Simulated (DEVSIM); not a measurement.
System: Schottky contact on n-type CdTe, at 300 K.

```tsv
layer (left to right)	material	thickness (μm)	Nd (cm⁻³)	τn (s)	τp (s)
1	CdTe	5.40	7.3e15	6.9e-10	6.9e-10
```

Left contact: Schottky, work function 4.9 eV, emission velocity 6.8e6 cm/s. Right contact: ohmic. Voltage is applied to the left contact. Recombination: SRH at mid-gap, radiative. Mobility is constant in doping.

Constants are typed, rounded textbook-type inputs, not results; the design itself was drawn at random and stands for no fabricated device. Values at 300 K.

```
parameter        CdTe
-------------  ------
gap (eV)          1.5
affinity (eV)    4.28
permittivity     10.2
Nc (cm⁻³)        8e17
Nv (cm⁻³)      1.8e19
μn (cm²/Vs)      1000
μp (cm²/Vs)        80
B (cm³/s)       1e-10
```

Simulated with DEVSIM: 1D drift-diffusion, Boltzmann statistics, complete ionisation; no tunnelling, impact ionisation, image-force lowering or self-heating. Metal contacts follow the ideal Schottky-Mott rule: no Fermi-level pinning, no interface dipoles.

The doping Nd of layer 1 was swept, all else fixed.

```tsv
doping Nd of layer 1 (cm^-3)	potential step across the device at zero bias (V)	dark forward voltage at 1 A/cm² (V)	largest field in the device at zero bias (V/cm)	dark forward voltage at 100 A/cm² (V)
2.2e14	0.408	0.321	5500	1.939
7.3e14	0.439	0.294	10000	0.879
2.2e15	0.468	0.282	19000	0.561
7.3e15	0.499	0.274	35000	0.444
2.2e16	0.527	0.271	62000	0.408
7.3e16	0.558	0.269	120000	0.394
2.2e17	0.587	0.268	210000	0.389
```

From the first row to the last the potential step across the device at zero bias goes from 0.408 to 0.587. From the first row to the last the dark forward voltage at 1 A/cm² goes from 0.321 to 0.268.
